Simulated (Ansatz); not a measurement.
System: single layer of SnS2 (symmetry P-3m1 as a slab, 3 atoms a cell), relaxed.

Here is the system:

```xyz
3
Lattice="3.6997 0.0000 0.0000 1.8499 3.2040 0.0000 0.0000 0.0000 22.9200" Properties=species:S:1:pos:R:3 pbc="T T T"
S      0.0000     0.0000    12.9399
Sn     3.6997     2.1360    11.4600
S      1.8499     1.0680     9.9801
```

The image is the density of sample states between the Fermi level and the bias.

Mesh 18×18×1, no spin-orbit coupling, no spin polarisation; biases count from the run's Fermi level.

### Question
Give the constant-current image of the upper face at a sample bias of +1.8 V from a Fermi level inside the gap (empty states up to 1.0 eV over the conduction edge) over one cell, by PBE, Tersoff-Hamann images in Ansatz (a quantum-chemistry and plane-wave program). The set point is the mean density 3.5 Å over the top atom.

### Answer
Corrugation 0.22 Å, highest over no upper atom, but over the buried S3, lowest over S1 and the sites alike. Tip height over the top atom in Å, x and y in fractions of the first two vectors:

```
|  .:-=++****++=-:.|
|...::-=+++*+++=-::|
|::::--==++++++==--|
|=---====+++++++===|
|+++++++++++==+++++|
|*******++++===++++|
|*######**+++==+++*|
|##%%%%%##**+++++**|
|#%%%@@%%%#*++++++*|
|#%%@@@@@%%#*+++++*|
|*#%@@@@@@%#*++==++|
|*#%%@@@@@%%#*+===+|
|+*#%@@@@@@%#*+=--=|
|=+*#%@@@@@%#*+=-:-|
|:-+*#%%@@%%#*+-:::|
|.:-+*#%%%%%#*+-:..|
| .:-+*##%%##*+-:. |
|  .:=+**###**+=:. |
```
Scale: ten equal steps from 3.37 (start of ' ') to 3.59 (end of '@'), in the order ' .:-=+*#%@'; x runs from 0.000 to 0.944, y from 0.000 (bottom) to 0.944 (top).
